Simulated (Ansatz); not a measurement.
Pressure series in CdS

The parent structure is CdS in the zinc blende structure (space group F-43m, No. 216; a = 5.927 Å).

Cell and atoms are relaxed at each pressure.

All numbers come from plane-wave PAW DFT at the PBE level (Ansatz, a quantum-chemistry and plane-wave program, 420 eV), spin-orbit coupling left out.

Notes on the quantities. hole mass: degenerate bands, along [100].

```tsv
change	band gap	hole mass	electron mass	lattice parameter a
base	1.04 eV	0.13, 0.82, 0.82 mₑ (at Γ)	0.12 mₑ (at Γ)	592.7 pm
pressure −2 GPa	0.95 eV	0.12, 0.87, 0.87 mₑ (at Γ)	0.11 mₑ (at Γ)	600.8 pm
pressure −1 GPa	1.00 eV	0.12, 0.85, 0.85 mₑ (at Γ)	0.12 mₑ (at Γ)	596.5 pm
pressure 3 GPa	1.15 eV	0.13, 0.77, 0.77 mₑ (at Γ)	0.13 mₑ (at Γ)	582.9 pm
pressure 7 GPa	1.26 eV	0.14, 0.71, 0.71 mₑ (at Γ)	0.13 mₑ (at Γ)	572.6 pm
pressure 15 GPa	1.42 eV	0.15, 0.64, 0.64 mₑ (at Γ)	0.14 mₑ (at Γ)	557.4 pm
pressure 30 GPa	1.59 eV	0.17, 0.55, 0.55 mₑ (at Γ)	0.16 mₑ (at Γ)	538.1 pm
pressure 50 GPa	1.71 eV	0.18, 0.49, 0.49 mₑ (at Γ)	0.17 mₑ (at Γ)	521.0 pm
pressure 75 GPa	1.78 eV	0.19, 0.43, 0.43 mₑ (at Γ)	0.18 mₑ (at Γ)	505.9 pm
pressure 100 GPa	1.80 eV	0.20, 0.40, 0.40 mₑ (at Γ)	0.18 mₑ (at Γ)	494.6 pm
```

Load acts through the strain it causes; cell and atoms are relaxed under it. Effective masses come from finite differences of ±0.01 Å⁻¹. Whether these cells are dynamically stable was not tested. Tetrahedral semiconductors of this kind turn to denser phases somewhere between about 1 and 50 GPa; those were not computed, so compressed cells here can lie past the real transition.
